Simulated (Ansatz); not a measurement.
Data:

```
TiAl
1.0
    2.83936     0.00000     0.00000
    0.00000     2.81292     0.00000
    0.00000     0.00000     4.05841
Al Ti
1 1
Cartesian
  1.41968   1.40646   2.02920
  0.00000   0.00000   0.00000
```

No spin polarisation.

Computed with Ansatz (a first-principles code), r2SCAN, PAW, cutoff 500 eV, without spin-orbit coupling. Settings: 16×16×12 k-points, 0.05 eV Fermi–Dirac smearing.

### Question
Predict the band gap and pressure.

### Answer
The band gap is zero and the pressure (mean of the normal stresses, compression positive) comes out as -1.1 GPa.

The cells carry an imposed strain or load. Whether these cells are dynamically stable was not tested. The final runs are not spin-polarised. The cell was made from TiAl (space group P4/mmm, No. 123) by this change: uniaxial strain ε_xx = +0.94 %.
